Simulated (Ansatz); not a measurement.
NiAs-type NiSb: LDA at its full settings (plane-wave cutoff 520 eV, 18×18×12 k mesh (along the axes of the cell as run), Fermi–Dirac smearing 0.05 eV, no spin polarisation, scalar-relativistic PAW data made under PBE) and at cheaper ones, in a cell of 4 atoms with Γ-centred meshes.

| level and setting | lattice parameter a (Å) | lattice parameter c (Å) | bulk modulus B0 (GPa) |
|---|---|---|---|
| LDA (Ansatz) | 3.879 | 5.027 | 140 |
| LDA (Γ point alone) (Ansatz) | 4.252 | 5.110 | 83.4 |
| LDA (2×2×2 k mesh) (Ansatz) | 3.788 | 5.406 | 137 |
| LDA (4×4×4 k mesh) (Ansatz) | 3.874 | 5.023 | 144 |

Largest shifts from the full settings: lattice constant a +9.62 % (LDA (Γ point alone)), against a difference of -1.70 % of the full result from the reference 3.946 Å (measured, temperature not stated, not corrected to a static lattice; as tabulated in Wikipedia's data pages); lattice parameter c +7.54 % (LDA (2×2×2 k mesh)), against a difference of -2.35 % of the full result from the reference 5.148 Å (measured, temperature not stated, not corrected to a static lattice; as tabulated in Wikipedia's data pages); bulk modulus -40 % (LDA (Γ point alone)).

The full settings aren't shown to be converged themselves.

Ansatz's density-functional and Hartree–Fock values are scalar-relativistic unless marked +SOC, with PAW data made under PBE.

Run with cheap settings on purpose, which may leave them unconverged: LDA (2×2×2 k mesh), LDA (4×4×4 k mesh), LDA (Γ point alone).

Ansatz is a program for electronic structure.
